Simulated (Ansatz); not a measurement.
The parent structure is InSb in the zinc blende structure (space group F-43m, No. 216; a = 6.556 Å).

Calculations: r2SCAN (Ansatz, an electronic-structure program), no spin-orbit coupling.

For the base:

The lattice parameter a comes out as 12.389 bohr.

Perturbation: a negative pressure, −2 GPa.

Problem. How does this affect the lattice parameter a?

Solution. The lattice parameter a increases by 0.219 bohr to 12.608 bohr.

Load acts through the strain it causes; cell and atoms are relaxed under it. Stability against distortions was not tested. All final runs are without spin polarisation.
